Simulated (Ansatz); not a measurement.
Consider Mg$_{2}$Sn (space group Fm-3m, No. 225; a = 6.747 Å; relaxed with 0.1 eV smearing).

Computed with plane-wave PAW DFT at the PBEsol level (Ansatz, a quantum-chemistry and plane-wave program, 420 eV), scalar-relativistic without spin-orbit coupling.

Strains are applied to the cell and any free atomic positions relax.

One change was made to it. Results:

| quantity | base | after |
|---|---|---|
| energy relative to the base (free energy F) | 0 meV/atom | +7.3 meV/atom |
| pressure | 0.0 GPa | 2.2 GPa |

What was done to the base?
(A) isotropic strain +2.00 %
(B) isotropic strain +1.00 %
(C) isotropic strain +0.50 %
(D) isotropic strain −1.00 %
(E) isotropic strain −1.50 %

E, isotropic strain −1.50 %. For comparison, the energy relative to the base in the other runs: isotropic strain +2.00 % gives +12 meV/atom; isotropic strain −1.00 % gives +3.2 meV/atom; isotropic strain +0.50 % gives +0.8 meV/atom; isotropic strain +1.00 % gives +3.0 meV/atom.

Whether these cells are dynamically stable was not tested.
